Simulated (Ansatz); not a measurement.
## A computed series for Re2C: pressure series

The reference is Re₂C (space group P6_3/mmc, No. 194; a = 2.834 Å, c = 9.828 Å; a cell from a computed database, its experimental status unchecked).

Cell and atoms are relaxed at each pressure.

Calculations: PBEsol/PAW in Ansatz (a first-principles code), spin-orbit coupling left out.

```json
[
 {"variant": "base", "c/a ratio": "3.468", "shortest interatomic distance": "2.148 Å"},
 {"variant": "pressure −2 GPa", "c/a ratio": "3.467", "shortest interatomic distance": "[?]"},
 {"variant": "pressure −1 GPa", "c/a ratio": "3.467", "shortest interatomic distance": "2.149 Å"},
 {"variant": "pressure 0.3 GPa", "c/a ratio": "3.468", "shortest interatomic distance": "2.147 Å"},
 {"variant": "pressure 0.7 GPa", "c/a ratio": "3.469", "shortest interatomic distance": "2.147 Å"},
 {"variant": "pressure 1.5 GPa", "c/a ratio": "3.469", "shortest interatomic distance": "2.145 Å"},
 {"variant": "pressure 3 GPa", "c/a ratio": "3.470", "shortest interatomic distance": "2.143 Å"},
 {"variant": "pressure 5 GPa", "c/a ratio": "3.472", "shortest interatomic distance": "2.140 Å"},
 {"variant": "pressure 7.5 GPa", "c/a ratio": "3.474", "shortest interatomic distance": "2.136 Å"},
 {"variant": "pressure 10 GPa", "c/a ratio": "3.475", "shortest interatomic distance": "2.133 Å"}
]
```

### Question
What belongs in the blanks?

### Answer

- pressure −2 GPa, shortest interatomic distance: 2.151 Å

Load acts through the strain it causes; cell and atoms are relaxed under it. No phonon test of stability was made. No other phases were tried under pressure. The final runs are not spin-polarised.
